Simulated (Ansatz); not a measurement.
**Si: band gap against strain**

Si (diamond, Fd-3m, 19.706 Å³/atom at rest, cube axes along x, y and z) under a strain ε along a cube axis (axis z), the other axes held. LDA in Ansatz, a plane-wave DFT program (PAW, default set), 420 eV, 11×11×11 Γ-centred mesh, Fermi-Dirac smearing 0.05 eV; ions are relaxed within the symmetry of each cell. Gaps are the smallest over the k-mesh and a band path, without spin-orbit coupling; in all rows the valence edge lies at Γ and the conduction edge at about 1.0 Å⁻¹ from Γ. Runs with a gap under 0.1 eV are left out.

Here s stands for strain and Eg for gap.

| strain (%) | gap (eV) |
|---|---|
| -2.50 | ? |
| -1.50 | 0.26 |
| -1.00 | 0.32 |
| -0.50 | 0.38 |
| 0.00 | 0.45 |

Problem. Using a straight line, estimate the missing Eg at s = -2.50 from the other rows, showing the fit.

Solution. Means: s -0.75000, Eg 0.353. About the means, the sum of products is 0.15750 and the sum of squares of s is 1.2500; the slope is their ratio. Least squares gives Eg = 0.447 + 0.1260·s. Residuals (row less fit): 0.002, -0.001, -0.004, 0.003; standard error 0.004 (degrees of freedom: 2). Over these rows the gap moves by 13 ± 0.3 eV per unit strain. At the withheld row, Eg = 0.447 + 0.1260 × (-2.5) = 0.132 eV. The calculation gives 0.13 eV, which the fit meets to the printed digits. The row lies outside the fitted rows, so this is an extrapolation. The fitted rows scatter only by rounding.

Rows are the converged runs of the series near zero and its far end; series whose fitted rows scatter by over a few per cent of the range, as at a crossing or softening among them, aren't shown in this form. Most that stay on the fit to the last digits aren't either.
